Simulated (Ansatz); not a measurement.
The starting structures come from a database of crystals and need not be the phases stable at ambient conditions.

By PBEsol, the system below comes out a metal.

Without scattering a metal conducts by its projected Fermi surface.

```xyz
8
Lattice="4.5037 0.0000 0.0000 0.0000 6.3692 0.0000 0.0000 3.1846 3.1846" Properties=species:S:1:pos:R:3 pbc="T T T"
Si     2.9417     4.7769     2.5679
Si     0.6898     3.1846     2.2090
Si     1.5620     6.9859     1.5923
Si     3.8139     4.1602     0.0000
Ni     1.5785     4.7769     0.6401
Ni     3.8304     6.3692     0.9522
Ni     2.9251     2.5445     1.5923
Ni     0.6733     2.2324     0.0000
```

The cell is taken as given; by PBEsol it stands under a pressure of -4.6 GPa.

The current flows along the normal of the first two printed cell vectors, the (110) plane of the conventional cell. No spin-orbit coupling; the value is a mean over 0.1 eV about the Fermi level.

Question: Estimate the ballistic conductance per area that PBEsol in Ansatz (a program for electronic structure) returns for this system.

Answer: 0.35 × 10¹⁵ S/m² for both spins.
